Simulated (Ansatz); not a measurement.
The starting structures come from a database of crystals and need not be the phases stable at ambient conditions.

 Where the default PAW files enter, the runs use the earlier of Ansatz's two default sets.

Inside the gap of an insulator the Bloch states are evanescent, with a wavenumber k + iκ along the transport direction.

```
CELL_PARAMETERS angstrom
      3.99359     0.00000     0.00000
      0.00000     6.58611     0.00000
      1.99680     0.00000     3.45855
ATOMIC_POSITIONS crystal
  Ga 0.33333 0.00002 0.33333
  Ga 0.66667 0.50002 0.66667
  As 0.33333 0.62598 0.33333
  As 0.66667 0.12598 0.66667
```

Space group of this cell: P6_3mc, wurtzite. The cell is taken as given.

Transport runs along the normal of the first two printed cell vectors, the (100) plane of the conventional cell.

The gap is the functional's own. No spin-orbit coupling. Mid-gap values are interpolated on the energy grid.

Problem. Give the band gap and the smallest decay constant κ at mid-gap that r2SCAN in Ansatz (a first-principles code) yields.

Solution. Gap 0.97 eV on a 10×6×10 mesh; κ = 0.058 1/Å, at the zone centre.
